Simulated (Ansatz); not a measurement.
Take Cu₃N (space group Pm-3m, No. 221) as the base.

```xyz
4
Lattice="3.7209 0.0000 0.0000 0.0000 3.7209 0.0000 0.0000 0.0000 3.7209" Properties=species:S:1:pos:R:3 pbc="T T T"
Cu     1.8604     0.0000     0.0000
Cu     0.0000     1.8604     0.0000
Cu     0.0000     0.0000     1.8604
N      0.0000     0.0000     0.0000
```

Cartesian axes are those of the cell as printed.

The values are results of Ansatz (a quantum-chemistry and plane-wave program) LDA, scalar-relativistic without spin-orbit coupling, not measurements.

Strains are applied to the cell and any free atomic positions relax; under biaxial strain the out-of-plane vector relaxes too.

One change was made to it. Results:

The energy increases by 8.6 meV/atom; the shortest interatomic distance falls by 0.026 bohr to 3.490 bohr.

Which of these changes matches the shifts?
A) biaxial strain +1.80 %, plane normal [001], relaxed out of plane
B) biaxial strain +0.60 %, plane normal [001], relaxed out of plane
C) biaxial strain +1.20 %, plane normal [001], relaxed out of plane

A, biaxial strain +1.80 %, plane normal [001], relaxed out of plane. For comparison, the energy relative to the base in the other runs: biaxial strain +1.20 %, plane normal [001], relaxed out of plane gives +3.9 meV/atom; biaxial strain +0.60 %, plane normal [001], relaxed out of plane gives +1.0 meV/atom.

Whether these cells are dynamically stable was not tested. All final runs are without spin polarisation.
